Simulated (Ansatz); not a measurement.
The reference is HfO2 in the CdI2 type structure (space group P-3m1, No. 164; a = 3.2085 Å, c = 4.5149 Å; a hypothetical phase, not in the database extracts checked; layered, stacked along the Cartesian z axis).

Modification: a hydrostatic pressure of 4.2 GPa.

Levels (all Ansatz, an electronic-structure program, PAW): PBEsol-D3(BJ) (420 eV, no SOC); HSE06+SOC (420 eV, spin-orbit coupling included).

The geometry is relaxed with PBEsol-D3(BJ).

| Item | Value |
|---|---|
| PBEsol-D3(BJ) band gap | 4.01 eV |
| PBEsol-D3(BJ) valence-band top at Γ | 0.00, -0.49, -0.49 eV |

Predict the band gap and valence-band top at Γ from HSE06+SOC.

The band gap grows by 1.68 eV, from 4.01 eV to 5.69 eV; the valence-band top at Γ (three highest Kramers pairs, from the VBM) becomes 0.00, -0.45, -0.64 eV (PBEsol-D3(BJ): 0.00, -0.49, -0.49 eV).

Single points use the geometry relaxed with PBEsol-D3(BJ). HSE06 was sampled on its mesh, a few special points and the semilocal edge points, so its gap is an upper bound. Differences between runs with and without spin-orbit coupling are approximate. With Hf present, leaving out spin-orbit coupling can change the band edges. Load acts through the strain it causes; cell and atoms are relaxed under it. Stability against distortions was not tested.
